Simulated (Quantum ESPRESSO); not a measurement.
## Variants of one calculation on Mg3Ti2O7 (Cmc2_1, 24 atoms in the cell)

```
Mg3Ti2O7
1.0
    8.94485     2.59962     0.00000
   -8.94485     2.59962     0.00000
    0.00000     0.00000     5.36286
Mg Ti O
6 4 14
Direct
  0.25366   0.25366   0.29563
  0.74634   0.74634   0.79563
  0.03554   0.42390   0.18504
  0.96446   0.57610   0.68504
  0.42390   0.03554   0.18504
  0.57610   0.96446   0.68504
  0.85806   0.64704   0.23581
  0.14194   0.35296   0.73581
  0.64704   0.85806   0.23581
  0.35296   0.14194   0.73581
  0.65316   0.06602   0.30737
  0.34684   0.93398   0.80737
  0.06602   0.65316   0.30737
  0.93398   0.34684   0.80737
  0.44047   0.69957   0.94109
  0.55953   0.30043   0.44109
  0.69957   0.44047   0.94109
  0.30043   0.55953   0.44109
  0.99326   0.15348   0.07628
  0.00674   0.84652   0.57628
  0.15348   0.99326   0.07628
  0.84652   0.00674   0.57628
  0.63325   0.63325   0.19320
  0.36675   0.36675   0.69320
```

Base run A: Quantum ESPRESSO 7.5 with PBEsol, GBRV 1.5 ultrasoft (PBESOL) pseudopotentials, self-consistent single point.

Its settings: ecutwfc = 50 Ry; ecutrho = 400 Ry; occupations = fixed; K_POINTS = automatic 3 3 3 0 0 0; nbnd = 104; conv_thr = 1e-10 Ry; mixing_beta = 0.4.

The starting cell comes from a database of computed structures (which also holds hypothetical and non-ambient phases and stackings), without a prior relaxation at this level. In the base run, with a pressure of about -5 GPa the cell is away from its equilibrium volume at this level.

ΔF is the free energy per atom less that of run A. 

Run A gave: pressure (GPa) -5.49; largest force (eV/Å) 0.213; gap on the mesh (eV) 2.885; k-points 8.

Runs:
- B: K_POINTS = automatic 1 1 1 0 0 0
- C: K_POINTS = automatic 2 2 2 0 0 0

Q: What does run C change against A?

A: The free energy rises by 3.6 meV/atom, the pressure moves little (-5.49 to -5.45 GPa), the largest force goes from 0.213 to 0.229 eV/Å and the gap on the mesh goes from 2.885 to 2.873 eV.

Q: What does run B change against A?

A: The free energy goes up by 99.2 meV/atom, the pressure goes from -5.49 to -4.08 GPa, the largest force goes from 0.213 to 2.324 eV/Å and the gap on the mesh goes from 2.885 to 2.716 eV.

```tsv
run	ΔF (meV/atom)	pressure (GPa)	largest force (eV/Å)	gap on the mesh (eV)	k-points
A	0.00	-5.49	0.213	2.885	8
B	99.2	-4.08	2.324	2.716	1
C	3.6	-5.45	0.229	2.873	6
```
